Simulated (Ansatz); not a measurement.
S on the 1x1 (111) surface of fcc Cu, one in a 1x1 cell, energies for each (5.7 Å²). Energies are against ⅛ S8(g), without zero-point or thermal terms; each row is named by its start.

Computed with PBE (plane waves to 420 eV, PAW; Ansatz, an electronic-structure program).

Slab: 5 atoms, 6.2 Å thick at the start under the adsorbate (thin: gaps and levels are the slab's own); k 12x12x1, smearing 0.1 eV, dipole-corrected; 2 atoms held, the rest relaxed; each run with such symmetry as its start has; spin-polarised, no spin-orbit, no U, no dispersion correction.

A negative adsorption energy means that the adsorbate is more stable on the surface than in its reference. Heights count from the host atoms within 0.3 Å of the top one.

```json
[
 {"starting site": "top Cu", "E_ads (eV)": "0.36", "height (Å)": "2.30", "nearest host atom (Å)": "Cu 2.30", "bonded to": "Cu", "Δ work function (eV)": "0.33", "lateral drift (Å)": "0.0", "moment (μB)": "0.0"},
 {"starting site": "hollow Cu-Cu-Cu over Cu at depth 2.1 Å", "E_ads (eV)": "0.46", "height (Å)": "2.07", "nearest host atom (Å)": "Cu 2.55", "bonded to": "3 Cu", "Δ work function (eV)": "-0.08", "lateral drift (Å)": "0.0", "moment (μB)": "0.0"},
 {"starting site": "hollow Cu-Cu-Cu over Cu at depth 4.1 Å", "E_ads (eV)": "0.46", "height (Å)": "2.07", "nearest host atom (Å)": "Cu 2.55", "bonded to": "3 Cu", "Δ work function (eV)": "-0.07", "lateral drift (Å)": "0.0", "moment (μB)": "0.0"},
 {"starting site": "bridge Cu-Cu (span 2.6 Å)", "E_ads (eV)": "0.45", "height (Å)": "2.12", "nearest host atom (Å)": "Cu 2.48", "bonded to": "2 Cu", "Δ work function (eV)": "0.00", "lateral drift (Å)": "0.0", "moment (μB)": "0.0"}
]
```
